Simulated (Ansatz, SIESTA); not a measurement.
A SIESTA input for a self-consistent single point of Ca2GaCu2 (Immm, 5 atoms in the cell) (DFT, GGA PBEsol, numerical atomic orbitals DZP, PseudoDojo PBEsol standard norm-conserving potentials (rewritten from UPF to PSML)):

```
# files in the folder: Ca.psml Ga.psml Cu.psml (PseudoDojo PBEsol standard)
SystemName  Ca2GaCu2
SystemLabel ca2gacu2

NumberOfAtoms                5
NumberOfSpecies              3
%block ChemicalSpeciesLabel
  1 20 Ca
  2 31 Ga
  3 29 Cu
%endblock ChemicalSpeciesLabel
LatticeConstant              1.0 Ang
%block LatticeVectors
    -2.186862000    2.728648000    4.580241000
     2.186862000   -2.728648000    4.580241000
     2.186862000    2.728648000   -4.580241000
%endblock LatticeVectors
AtomicCoordinatesFormat      Bohr
%block AtomicCoordinatesAndAtomicSpecies
     4.132570252   -0.000000000    5.288276949  1
     0.000000000    5.156397411    3.367124126  1
     0.000000000    0.000000000    0.000000000  2
     0.000000000    2.541794540    8.655401075  3
     4.132570252    2.614602871   -0.000000000  3
%endblock AtomicCoordinatesAndAtomicSpecies

XC.functional                GGA
XC.authors                   PBEsol
PAO.BasisSize                DZP
PAO.EnergyShift              0.005 Ry
MeshCutoff                   400 Ry
%block kgrid.MonkhorstPack
    5   0   0  0.0
    0   5   0  0.0
    0   0   5  0.0
%endblock kgrid.MonkhorstPack
OccupationFunction           FD
ElectronicTemperature        0.1 eV

MaxSCFIterations             150
SCF.Mixer.Method             Pulay
SCF.Mixer.Weight             0.25
SCF.Mixer.History            8
SCF.DM.Tolerance             1.0E-05
Diag.ParallelOverK           true
WriteForces                  true
```

Write the same calculation as an input for Ansatz (a first-principles code).

One input that does it (others would too):

Ansatz 0.2 input:
```yaml
crystal:
  lattice:
    - [-2.186862, 2.728648, 4.580241]
    - [2.186862, -2.728648, 4.580241]
    - [2.186862, 2.728648, -4.580241]
  atoms:
    - { symbol: Ca, position_ang: [2.186862, -0.000000, 2.798436] }
    - { symbol: Ca, position_ang: [0.000000, 2.728648, 1.781805] }
    - { symbol: Ga, position_ang: [0.000000, 0.000000, 0.000000] }
    - { symbol: Cu, position_ang: [0.000000, 1.345060, 4.580241] }
    - { symbol: Cu, position_ang: [2.186862, 1.383588, -0.000000] }
basis:
  ecutwfc: 420.0
kpoints:
  mp_grid: { grid: [5, 5, 5] }
hamiltonian:
  xc: pbesol
  pseudopotentials: { kind: paw }
scf:
  occupations: { method: fermi_dirac, width: 0.1 }
output:
  forces: true
  eigenvalues: true
  stress: true
```

Basis, cutoffs, solver keys and any potentials are the target program's own. This input uses DFT, PBEsol, plane waves, default PAW files made with PBE.

The starting cell comes from a database of computed structures (which also holds hypothetical and non-ambient phases and stackings), without a prior relaxation at this level. Its lattice was rescaled by a random factor within 2.5 % of one.
